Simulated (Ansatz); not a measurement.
Where the default PAW files enter, the runs use the earlier of Ansatz's two default sets.

Given:

```yaml
crystal:
  lattice:
    - [4.44328, 0.00000, 0.00000]
    - [0.00000, 6.28374, 0.00000]
    - [2.22164, 3.14187, 2.22164]
  atoms:
    - { symbol: K, position: [0.00000, 0.00000, 0.00000] }
    - { symbol: Cl, position: [0.00000, 0.50000, 0.00000] }
```

Space group of this cell: Fm-3m, rock salt. The cell is taken as given.

Transport runs along the normal of the first two printed cell vectors, the (110) plane of the conventional cell.

The gap is the functional's own, uncorrected, and κ follows it; spin-orbit coupling is left out. Mid-gap values are interpolated between the computed energies.

Estimate the band gap and the smallest decay constant κ at mid-gap that r2SCAN (Ansatz, an electronic-structure program) returns for this system.

Gap 5.84 eV on a 14×14×14 mesh; κ = 0.432 1/Å, at the zone centre.
